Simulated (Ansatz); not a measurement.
Sb2O3 (Fd-3m, No. 227), treated with r²SCAN-D4 (Ansatz, a program for electronic structure, PAW).

Settings: plane-wave cutoff 500 eV, 6×6×6 k mesh, gaussian smearing 0.02 eV, scalar-relativistic PAW data made under PBE.

Cell (relaxed at this level):

```
O3Sb2
1.0
    0.00000     5.57320     5.57320
    5.57320     0.00000     5.57320
    5.57320     5.57320     0.00000
Sb O
8 12
Cartesian
  4.07113   7.07528   7.07528
  6.85773   6.85773   9.86188
  7.07528   4.07113   7.07528
  9.86188   9.86188   9.86188
  4.07113   4.07113   4.07113
  6.85773   9.86188   6.85773
  7.07528   7.07528   4.07113
  9.86188   6.85773   6.85773
  5.57320   5.57320   9.06752
  2.78660   2.78660   0.70771
  5.57320   5.57320   2.07889
  2.78660   2.78660   4.86549
  9.06752   5.57320   5.57320
  0.70771   2.78660   2.78660
  2.07889   5.57320   5.57320
  4.86549   2.78660   2.78660
  5.57320   9.06752   5.57320
  2.78660   0.70771   2.78660
  5.57320   2.07889   5.57320
  2.78660   4.86549   2.78660
```

Task: Estimate the band gap that the calculation returns.

Result: 
* **band gap**: 3.53 eV (on the SCF k mesh)

Note: the relaxation could not lower the start's symmetry, so the cell can be a saddle point above a distorted one.

Spin–orbit coupling is not included.

Computed values are for the static lattice.

The result took roughly 7 core-minutes.
